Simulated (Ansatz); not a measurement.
Results of PBEsol (PAW; Ansatz, a first-principles code) for cubic perovskite SrZrO₃ (cubic high-temperature phase).

Run with plane-wave cutoff 520 eV, 8×8×8 k mesh, Fermi–Dirac smearing 0.01 eV, scalar-relativistic PAW data made under PBE.

Cell (relaxed at this level):

```yaml
crystal:
  lattice:
    - [4.12993, 0.00000, 0.00000]
    - [0.00000, 4.12993, 0.00000]
    - [0.00000, 0.00000, 4.12993]
  atoms:
    - { symbol: Sr, position: [0.50000, 0.50000, 0.50000] }
    - { symbol: Zr, position: [0.00000, 0.00000, 0.00000] }
    - { symbol: O, position: [0.50000, 0.00000, 0.00000] }
    - { symbol: O, position: [0.00000, 0.50000, 0.00000] }
    - { symbol: O, position: [0.00000, 0.00000, 0.50000] }
```

Question: Predict the band gap and bulk modulus.

Answer: 
- band gap: 3.31 eV (on the SCF k mesh)
- bulk modulus: 165 GPa

Note: the relaxation could not lower the start's symmetry, so the cell can be a saddle point above a distorted one; the bulk modulus is −V dP/dV from two relaxed cells at ±2 % in volume.

Spin–orbit coupling is not included.

The computed numbers hold no vibrational or temperature effects.

Cost on a shared machine: roughly 30 core-seconds.
